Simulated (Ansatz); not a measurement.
LiF (Fm-3m): band-edge transport data

Data:

```xyz
2
Lattice="0.0000 2.0039 2.0039 2.0039 0.0000 2.0039 2.0039 2.0039 0.0000" Properties=species:S:1:pos:R:3 pbc="T T T"
Li     0.0000     0.0000     0.0000
F      2.0039     2.0039     2.0039
```

These are r2SCAN, rigid bands (plane waves, PAW, scalar-relativistic; Ansatz, a quantum-chemistry and plane-wave program) values and carry that method's errors. How the cell was made: cell and atoms relaxed with PBEsol.

| Property | Result |
|---|---|
| band gap | 10.20 eV |
| electron conductivity mass (300 K, dilute) | 0.89 mₑ |
| hole conductivity mass (300 K, dilute) | 3.6 mₑ |
| effective density of states N_c (300 K) | 2.2e19 cm⁻³ |
| effective density of states N_v (300 K) | 2.2e21 cm⁻³ |
| density-of-states mass, electrons | 0.90 mₑ |
| density-of-states mass, holes | 19.6 mₑ |
| Seebeck coefficient, n-type 1e19 cm⁻³, 300 K | -282 μV/K |
| best n-type power factor at 300 K for τ = 10 fs (best axis; densities from 1e16 to 1e21 cm⁻³ tried, whether or not they can be reached) | 3.9 μW/(cm·K²) at 1e20 cm⁻³ |
| Seebeck coefficient, p-type 1e19 cm⁻³, 300 K | 650 μV/K |

Rigid bands; masses and Seebeck coefficients take one relaxation time τ for all states and one kind of carrier; polarons and phonon drag are left out. Spin-orbit coupling is left out. Geometry: cell and atoms relaxed with PBEsol.
